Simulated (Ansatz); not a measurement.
Consider a 12-atom supercell of WS₂ in the 2H-MoS2 type structure (space group P6_3/mmc, No. 194; layered, stacked along the Cartesian z axis) at its relaxed geometry.

```
WS2
1.0
    4.67234    -2.69758     0.00000
    1.55745     2.69758     0.00000
    0.00000     0.00000    11.77332
W S
4 8
Direct
  0.83333   0.50000   0.25000
  0.33333   0.00000   0.25000
  0.16667   0.50000   0.75000
  0.66667   0.00000   0.75000
  0.83333   0.50000   0.61646
  0.33333   0.00000   0.61646
  0.16667   0.50000   0.11646
  0.66667   0.00000   0.11646
  0.16667   0.50000   0.38354
  0.66667   0.00000   0.38354
  0.83333   0.50000   0.88354
  0.33333   0.00000   0.88354
```

Calculations: PBEsol-D3(BJ) (Ansatz, a quantum-chemistry and plane-wave program), no spin-orbit coupling, earlier PAW set.

One neutral defect a cell, atoms relaxed at fixed cell.

One change was made to it. Results:

```tsv
quantity	base	after
largest displacement of a host atom from its site in the perfect cell	–	0.07 Å
pressure	0.0 GPa	1.4 GPa
```

Question: What was done to the base?
(A) Se on a S site
(B) W on a S site (antisite), symmetric start
(C) Pb on a S site

Answer: A, Se on a S site. For comparison, the largest displacement of a host atom from its site in the perfect cell in the other runs: Pb on a S site gives 0.36 Å; W on a S site (antisite), symmetric start gives 0.50 Å.

The magnetic state is the one reached from the starting moments; the real material's order can differ, and small cells can't hold many antiferromagnetic ones. The cell is small, so the values are those of an ordered compound at a high defect concentration; dilute-limit values will differ. The mesh was chosen for an insulator and is coarse for the gapless case. Defects with a symmetric start kept the site's symmetry and may sit on a saddle; the others started slightly shaken. Starting moments died away, wholly or in part, for Se on a S site, Pb on a S site and W on a S site (antisite); another magnetic solution may exist.
